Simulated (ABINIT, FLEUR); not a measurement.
A FLEUR input for a self-consistent single point of ZnF2 (P4_2/mnm, 6 atoms in the cell) (DFT, PBE, all-electron FLAPW (FLEUR), scalar-relativistic valence):

Input of the input generator:

```
ZnF2 crystal
&input film=f /
1.0000000000 0.0000000000 0.0000000000
0.0000000000 1.0000000000 0.0000000000
0.0000000000 0.0000000000 0.6661558119
8.8323266832
1.0 1.0 1.0

6
30 0.5000000000 0.5000000000 0.5000000000
30 0.0000000000 0.0000000000 0.0000000000
9 0.6968600000 0.6968600000 -0.0000000000
9 0.3031400000 0.3031400000 -0.0000000000
9 0.8031400000 0.1968600000 0.5000000000
9 0.1968600000 0.8031400000 0.5000000000

&comp jspins=1 /
&kpt div1=5 div2=5 div3=7 /
&end /
```

```xml
<?xml version="1.0" encoding="UTF-8" standalone="no"?>
<fleurInput fleurInputVersion="0.39">
   <comment>
      ZnF2 crystal                                                                                        
   </comment>
   <calculationSetup>
      <cutoffs Kmax="4.7" Gmax="18.8" GmaxXC="18.8" numbands="0"/>
      <scfLoop itmax="60" minDistance="0.00001" maxIterBroyd="40" imix="Anderson" alpha="0.05" precondParam="0.0" spinf="2.0"/>
      <coreElectrons ctail="T" frcor="F" kcrel="0" coretail_lmax="0"/>
      <xcFunctional name="pbe" relativisticCorrections="F"/>
      <magnetism jspins="1"/>
      <soc l_soc="F" theta="0.0" phi="0.0" spav="F"/>
      <expertModes spex="0" secvar="F"/>
      <geometryOptimization l_f="T" forcealpha="1.0" forcemix="BFGS" epsdisp="0.00001" epsforce="0.00001"/>
      <ldaU l_linMix="F" mixParam="0.05" spinf="1.0"/>
   </calculationSetup>
   <cell>
      <bzIntegration valenceElectrons="52.0" mode="hist" fermiSmearingEnergy="0.00073499">
         <kPointListSelection listName="default-1"/>
         <!-- k-points included here -->
         <xi:include xmlns:xi="http://www.w3.org/2001/XInclude" href="kpts.xml"> </xi:include>
      </bzIntegration>
      <!-- symmetry operations included here -->
      <xi:include xmlns:xi="http://www.w3.org/2001/XInclude" href="sym.xml"> </xi:include>
      <bulkLattice scale="1.0">
         <bravaisMatrix>
            <row-1>    8.8323266831999998     0.0000000000000000     0.0000000000000000</row-1>
            <row-2>    0.0000000000000000     8.8323266831999998     0.0000000000000000</row-2>
            <row-3>    0.0000000000000000     0.0000000000000000     5.8837057526131291</row-3>
         </bravaisMatrix>
      </bulkLattice>
   </cell>
   <atomSpecies>
      <species name="Zinc (Zn)" element="Zn" atomicNumber="30">
         <mtSphere radius="2.26" gridPoints="797" logIncrement="0.016"/>
         <atomicCutoffs lmax="10" lnonsphr="8"/>
         <electronConfig flipSpins="F">
            <coreConfig>(1s1/2) (2s1/2) (2p1/2) (2p3/2) (3s1/2) (3p1/2) (3p3/2)</coreConfig>
            <valenceConfig>(4s1/2) (3d3/2) (3d5/2)</valenceConfig>
         </electronConfig>
         <energyParameters s="4" p="4" d="3" f="4"/>
         <lo type="HELO" l="2" n="4" eDeriv="0"/>
      </species>
      <species name="Fluorine (F)" element="F" atomicNumber="9">
         <mtSphere radius="1.27" gridPoints="451" logIncrement="0.024"/>
         <atomicCutoffs lmax="6" lnonsphr="4"/>
         <electronConfig flipSpins="F">
            <coreConfig>(1s1/2)</coreConfig>
            <valenceConfig>(2s1/2) (2p1/2) (2p3/2)</valenceConfig>
            <stateOccupation state="(2p1/2)" spinUp="0.8333333333333" spinDown="0.8333333333333"/>
            <stateOccupation state="(2p3/2)" spinUp="1.6666666666667" spinDown="1.6666666666667"/>
         </electronConfig>
         <energyParameters s="2" p="2" d="3" f="4"/>
      </species>
   </atomSpecies>
   <atomGroups>
      <atomGroup species="Zinc (Zn)">
         <relPos label="                   1">1.000/2.000 1.000/2.000 1.000/2.000</relPos>
         <relPos label="                   2">.0000000000 .0000000000 .0000000000</relPos>
         <force calculate="T" relaxXYZ="TTT"/>
      </atomGroup>
      <atomGroup species="Fluorine (F)">
         <relPos label="                   3">-.3031400000 -.3031400000 .0000000000</relPos>
         <relPos label="                   4">.3031400000 .3031400000 .0000000000</relPos>
         <relPos label="                   5">-.1968600000 .1968600000 1.000/2.000</relPos>
         <relPos label="                   6">.1968600000 -.1968600000 1.000/2.000</relPos>
         <force calculate="T" relaxXYZ="TTT"/>
      </atomGroup>
   </atomGroups>
   <output dos="F" band="F" slice="F">
      <checks vchk="F" cdinf="F"/>
      <bandDOS minEnergy="-.5*Htr" maxEnergy="0.5*Htr" sigma="0.015" storeEVData="T"/>
      <vacuumDOS vacdos="F" integ="F" star="F" nstars="0" locx1="0.0" locy1="0.0" locx2="0.0" locy2="0.0" nstm="0" tworkf="0.0"/>
      <unfoldingBand unfoldBand="F" supercellX="1" supercellY="1" supercellZ="1"/>
      <plotting iplot="0" polar="F">
         <plot TwoD="T" vec1="  1.0  0.0  0.0" vec2="  0.0  1.0  0.0" vec3="  0.0  0.0  1.0" zero="  0.0  0.0  0.0" file="plot"/>
      </plotting>
      <chargeDensitySlicing numkpt="0" minEigenval="0.0" maxEigenval="0.0" nnne="0" pallst="F"/>
      <specialOutput eonly="F"/>
      <magneticCircularDichroism mcd="F" energyLo="-10.0" energyUp="0.0"/>
   </output>
  <!-- We include the file relax.xml here to enable relaxations (see documentation) -->
  <xi:include xmlns:xi="http://www.w3.org/2001/XInclude" href="relax.xml"> <xi:fallback/> </xi:include>
</fleurInput>
```

Question: Translate this input to ABINIT.

Answer: This is the input that was run; spellings and numerical settings could be chosen otherwise.

```
# ZnF2, JTH v2.0 PBE PAW
pp_dirpath "./"
pseudos "Zn.GGA_PBE-JTH.xml, F.GGA_PBE-JTH.xml"
acell 3*1.0
rprim
         8.8323266832    0.0000000000    0.0000000000
         0.0000000000    8.8323266832    0.0000000000
         0.0000000000    0.0000000000    5.8837057527
natom 6
ntypat 2
znucl 30 9
typat 1 1 2 2 2 2
xcart
         4.4161633416    4.4161633416    2.9418528764
         0.0000000000    0.0000000000    0.0000000000
         6.1548951725    6.1548951725    0.0000000000
         2.6774315107    2.6774315107    0.0000000000
         7.0935948523    1.7387318309    2.9418528764
         1.7387318309    7.0935948523    2.9418528764
ecut 816 eV
pawecutdg 1633 eV
pawxcdev 0
occopt 3
tsmear 0.00073499
nband 34
kptopt 1
ngkpt 5 5 7
nshiftk 1
shiftk 0 0 0
nstep 60
tolvrs 1.0e-10
prtwf 0
prtden 0
```

Basis, cutoffs, solver keys and any potentials are the target program's own. This input uses DFT, PBE, plane waves, PAW (JTH v2.0 PBE PAW).

The starting cell comes from a database of computed structures (which also holds hypothetical and non-ambient phases and stackings), without a prior relaxation at this level. Its lattice was rescaled by a random factor within 2.5 % of one. For this run, on top of that: lattice scaled by 0.98.
